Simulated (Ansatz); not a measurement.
Start from Ge in the diamond structure (space group Fd-3m, No. 227).

```
CELL_PARAMETERS angstrom
      0.00000     2.83808     2.83808
      2.83808     0.00000     2.83808
      2.83808     2.83808     0.00000
ATOMIC_POSITIONS crystal
  Ge 0.00000 0.00000 0.00000
  Ge 0.25000 0.25000 0.25000
```

Cartesian axes are those of the cell as printed.

Computed with DFT with PBEsol, PAW potentials and a 420 eV plane-wave cutoff in Ansatz (a program for electronic structure), without spin-orbit coupling.

Strains are applied to the cell and any free atomic positions relax; under biaxial strain the out-of-plane vector relaxes too.

One change was made to it. Results:

```tsv
quantity	base	after
energy relative to the base (free energy F)	0 meV/atom	+0.4 meV/atom
pressure (mean of the normal stresses, compression positive)	0.0 GPa	0.4 GPa
volume per atom	22.86 Å³	22.72 Å³
```

Q: Name the change that was made.
A. biaxial strain +3.00 %, plane normal [001], relaxed out of plane
B. biaxial strain −1.50 %, plane normal [001], relaxed out of plane
C. biaxial strain −2.50 %, plane normal [001], relaxed out of plane
D. biaxial strain −0.50 %, plane normal [001], relaxed out of plane
E. biaxial strain +2.00 %, plane normal [001], relaxed out of plane

A: D, biaxial strain −0.50 %, plane normal [001], relaxed out of plane. For comparison, the energy relative to the base in the other runs: biaxial strain −1.50 %, plane normal [001], relaxed out of plane gives +4.1 meV/atom; biaxial strain −2.50 %, plane normal [001], relaxed out of plane gives +12 meV/atom; biaxial strain +3.00 %, plane normal [001], relaxed out of plane gives +15 meV/atom; biaxial strain +2.00 %, plane normal [001], relaxed out of plane gives +6.7 meV/atom.

No phonon test of stability was made.
